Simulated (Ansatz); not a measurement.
Start from ZnCu2SnS4 (space group I-4, No. 82).

```
CELL_PARAMETERS angstrom
     -2.73416     2.73416     5.46742
      2.73416    -2.73416     5.46742
      2.73416     2.73416    -5.46742
ATOMIC_POSITIONS crystal
  Cu 0.00000 0.00000 0.00000
  Cu 0.75000 0.25000 0.50000
  Zn 0.25000 0.75000 0.50000
  Sn 0.50000 0.50000 0.00000
  S  0.63688 0.62894 0.52462
  S  0.10432 0.11226 0.47538
  S  0.37106 0.89568 0.00794
  S  0.88774 0.36312 0.99206
```

Cartesian axes are those of the cell as printed.

Level of theory: PBE/PAW in Ansatz (a program for electronic structure), without spin-orbit coupling.

Before the change:

| Item | Result |
|---|---|
| Pressure | 0.0 GPa |
| Volume per atom | 20.44 Å³ |

The change: tensile biaxial strain of 4.26 % in the plane normal to [001], as in epitaxy on a mismatched substrate; the out-of-plane cell vector and the atoms relax.

Estimate the effect on the pressure, energy relative to the base and volume per atom.

The pressure (mean of the normal stresses, compression positive) goes from zero to -2.0 GPa; the energy rises by 17 meV/atom; the volume per atom goes up by 0.62 Å³ to 21.06 Å³.

Stability against distortions was not tested. The final runs are not spin-polarised. Gaps under 0.05 eV, about the width of the smearing, are given as zero.
